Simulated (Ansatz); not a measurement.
The parent structure is NiSi₂ (space group Fm-3m, No. 225; a = 5.390 Å; non-magnetic).

Structures relaxed with plane-wave PAW DFT at the PBEsol level (Ansatz, a quantum-chemistry and plane-wave program, 420 eV), without spin-orbit coupling.

Base:

Simulated powder pattern, Cu Kα1, λ = 1.54056 Å (kinematic, ideal powder, no thermal factors, no anomalous dispersion; the 10 strongest lines at most, above 2 %, up to 2θ = 90°):

```
2θ (°)  I/Imax (%)    hkl
------  ----------  -----
28.66           81  (111)
47.68          100  (220)
56.59           33  (311)
69.73           15  (400)
77.06           12  (331)
88.87           32  (422)
```

One thing is altered: every Ni is replaced by Tl, then cell and atoms are relaxed.

### Question
Predict the new powder pattern.

### Answer

Simulated powder pattern, Cu Kα1, λ = 1.54056 Å (kinematic, ideal powder, no thermal factors, no anomalous dispersion; the 10 strongest lines at most, above 2 %, up to 2θ = 90°):

```tsv
2θ (°)	d (Å)	I/Imax (%)	hkl
23.46	3.789	100	(111)
27.15	3.281	26	(200)
38.78	2.320	69	(220)
45.82	1.979	53	(311)
56.00	1.641	12	(400)
61.54	1.506	22	(331)
63.33	1.467	11	(420)
70.20	1.340	25	(422)
75.16	1.263	17	(333)
87.96	1.109	18	(531)
```

The indices refer to each structure's own conventional cell; one index is shown for lines that coincide.

Whether these cells are dynamically stable was not tested. As relaxed here, TlSi2 is a hypothetical phase, not in the database extracts checked. Seeded moments were not kept for the base. The final runs are not spin-polarised. An odd electron count without spin: TlSi2.
